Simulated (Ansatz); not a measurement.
OH on the 1x1 (100) surface of rock-salt MgO (cut with top plane Mg + O), one in a 2x2 cell, energies for each (36.2 Å²). Energies are against H2O(g) − ½ H2(g), without zero-point or thermal terms; each row is named by its start.

Host crystal: rock-salt MgO, with a band gap (PBE, scalar-relativistic without spin-orbit coupling).

Level of theory: PBE (plane waves to 420 eV, PAW; Ansatz, an electronic-structure program).

Set-up: 34 atoms, 6.4 Å thick at the start under the adsorbate (thin: gaps and levels are the slab's own); mesh 3x3x1; 0.01 eV smearing; dipole correction on; 16 atoms held, the rest relaxed; each run with such symmetry as its start has; spin-polarised, no spin-orbit, no U, no dispersion correction.

A negative adsorption energy means that the adsorbate is more stable on the surface than in its reference. Starts that drift may end in the same place. Heights count from the host atoms within 0.3 Å of the top one.

```csv
starting site,E_ads (eV),height (Å),nearest host atom (Å),bonded to,change of the vacuum step (eV),lateral drift (Å),moment (μB)
top O,1.95,1.73,O 2.20,2 Mg,0.16,1.2,1.0
top Mg,2.09,1.73,Mg 2.19,2 Mg,-0.25,1.5,1.0
hollow Mg-Mg-O-O,1.95,1.74,O 2.20,2 Mg,0.14,0.4,1.0
bridge Mg-O (span 2.1 Å),1.95,1.73,O 2.20,2 Mg,0.13,0.8,1.0
```
